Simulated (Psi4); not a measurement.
Psi4 1.11, B3LYP/def2-svp: Zn(F)(Br) ([F][Zn][Br]), 3 atoms. The geometry is a generated start, not checked to be a minimum at this level.

| Item | Value |
|---|---|
| task | gradient |
| method | b3lyp |
| basis | def2-svp |
| memory | 7 GB |
| scf_type | df (default) |
| guess | auto, which took SAD (default) |
| diis_max_vecs | 10 (default) |
| scf_initial_accelerator | adiis (default) |
| e_convergence | 1e-08 (default) |
| d_convergence | 1e-08 (default) |
| basis functions (reference run) | 77 |
| grid points (reference run) | 551791 |

```xyz
3

Zn     0.5060    -0.3545     0.1532
F      1.0456     0.6252    -1.1177
Br    -1.5517    -0.2707     0.9645
```

The reference run has dft_radial_points = 200, dft_spherical_points = 974, dft_pruning_scheme = none (default); it is not itself proven converged. Each setting ran once; only counts and results are compared.

Settings tried, all else as in the reference:
- dft_radial_points = 99, dft_spherical_points = 590, dft_pruning_scheme = treutler
- dft_radial_points = 50, dft_spherical_points = 194
- dft_radial_points = 25, dft_spherical_points = 50
- dft_radial_points = 75 (default), dft_spherical_points = 302 (default), dft_pruning_scheme = treutler
- dft_radial_points = 99, dft_spherical_points = 590
- dft_radial_points = 150, dft_spherical_points = 770
- dft_radial_points = 75 (default), dft_spherical_points = 302 (default), dft_pruning_scheme = robust
- dft_radial_points = 35, dft_spherical_points = 110
- dft_radial_points = 75 (default), dft_spherical_points = 302 (default)
- dft_radial_points = 99, dft_spherical_points = 590, dft_pruning_scheme = robust
- dft_radial_points = 75 (default), dft_spherical_points = 434

Task: Which settings reproduce the reference to 10 meV/atom in energy, 100 meV/Å in forces (largest component)?

Result: Within it: dft_radial_points = 150, dft_spherical_points = 770; dft_radial_points = 99, dft_spherical_points = 590; dft_radial_points = 99, dft_spherical_points = 590, dft_pruning_scheme = robust; dft_radial_points = 75 (default), dft_spherical_points = 434; dft_radial_points = 75 (default), dft_spherical_points = 302 (default), dft_pruning_scheme = robust; dft_radial_points = 75 (default), dft_spherical_points = 302 (default); dft_radial_points = 50, dft_spherical_points = 194. Outside: dft_radial_points = 75 (default), dft_spherical_points = 302 (default), dft_pruning_scheme = treutler; dft_radial_points = 99, dft_spherical_points = 590, dft_pruning_scheme = treutler; dft_radial_points = 35, dft_spherical_points = 110; dft_radial_points = 25, dft_spherical_points = 50.

```tsv
setting	grid points	energy against the reference	difference in forces (largest component)
the reference	551791	—	—
dft_radial_points = 150, dft_spherical_points = 770	327793	+0.0012 meV/atom	2.7 meV/Å
dft_radial_points = 99, dft_spherical_points = 590	166982	+0.015 meV/atom	3.3 meV/Å
dft_radial_points = 99, dft_spherical_points = 590, dft_pruning_scheme = robust	116470	+0.026 meV/atom	3.8 meV/Å
dft_radial_points = 75 (default), dft_spherical_points = 434	93206	+0.25 meV/atom	16 meV/Å
dft_radial_points = 75 (default), dft_spherical_points = 302 (default), dft_pruning_scheme = robust	44480	+0.52 meV/atom	18 meV/Å
dft_radial_points = 75 (default), dft_spherical_points = 302 (default)	65102	+0.72 meV/atom	19 meV/Å
dft_radial_points = 50, dft_spherical_points = 194	28114	−1.2 meV/atom	29 meV/Å
dft_radial_points = 75 (default), dft_spherical_points = 302 (default), dft_pruning_scheme = treutler	35768	+13 meV/atom	27 meV/Å
dft_radial_points = 99, dft_spherical_points = 590, dft_pruning_scheme = treutler	87022	+17 meV/atom	31 meV/Å
dft_radial_points = 35, dft_spherical_points = 110	11207	−380 meV/atom	170 meV/Å
dft_radial_points = 25, dft_spherical_points = 50	3642	+1800 meV/atom	1200 meV/Å
```

Total energies are compared; such shifts often cancel in part in energy differences. The gradients leave out the derivatives of the grid weights. No test of the SCF solution's stability was run. The tolerance is a choice made for this comparison.
